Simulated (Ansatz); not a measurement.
**SiC, response to strain**

The parent structure is SiC in the wurtzite structure (space group P6_3mc, No. 186; a = 3.092 Å, c = 5.074 Å). Axes: x lies along a and z along c of the hexagonal cell.

Strains are applied to the cell and any free atomic positions relax.

All numbers come from PBE/PAW in Ansatz (a program for electronic structure), spin-orbit coupling left out.

| uniaxial strain ε_zz (%) | band gap (eV) |
|---|---|
| 0 | 2.31 |
| 0.6 | 2.28 |
| 1.2 | ? |
| 1.8 | 2.22 |
| 2.4 | 2.19 |
| 3 | 2.17 |

Task: Fit E_g = E₀ + Dε (ε in %) to the rows shown and predict the withheld row.

Result: Least squares on the printed values gives E₀ = 2.31 eV, D = -47.7 meV per % of strain (largest residual 0.00 eV); this predicts 2.25 eV, and the run gives 2.25 eV, in agreement.

Whether these cells are dynamically stable was not tested.
